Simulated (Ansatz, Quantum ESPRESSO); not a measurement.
## One structure in several programs: MoOs (P-6m2, 2 atoms in the cell)

Self-consistent single point.

```yaml
crystal:
  lattice:
    - [2.77731, 0.00000, 0.00000]
    - [-1.38865, 2.40522, 0.00000]
    - [0.00000, 0.00000, 4.49985]
  atoms:
    - { symbol: Mo, position: [0.66667, 0.33333, 0.50000] }
    - { symbol: Os, position: [0.33333, 0.66667, 0.00000] }
```

Shared settings, as Ansatz (a quantum-chemistry and plane-wave program) writes them: kpoints.mp_grid.grid = 8 8 4; scf.occupations.method = fermi_dirac; scf.occupations.width = 0.0037 Ry. Potentials and cutoffs stand in the table.

```csv
code,model,pressure (GPa),cutoff
Ansatz,"PBEsol, PAW files made with PBE",-10.48,default
Quantum ESPRESSO,"PBEsol, SSSP 1.1.2 efficiency (PBE) pseudopotentials",-10.16,60 Ry
```

On Ansatz's run: spin-orbit coupling is off. Spin polarisation is off.

The spread over the programs that give each value: pressure within 0.32 GPa.

Ansatz's pressure is given at a fixed set of plane waves, as the other plane-wave codes print theirs; with its correction for the finite basis it is -10.42 GPa.

On the base mesh (14 14 7) the same programs gave: Ansatz pressure -9.82 GPa; Quantum ESPRESSO pressure -9.51 GPa.

The values differ from the base mesh's, so the mesh still matters here: the table compares the programs at equal settings.

The starting cell comes from a database of computed structures (which also holds hypothetical and non-ambient phases and stackings), without a prior relaxation at this level. Its lattice was rescaled by a random factor within 2.5 % of one.

Keys are those of Ansatz 0.2.
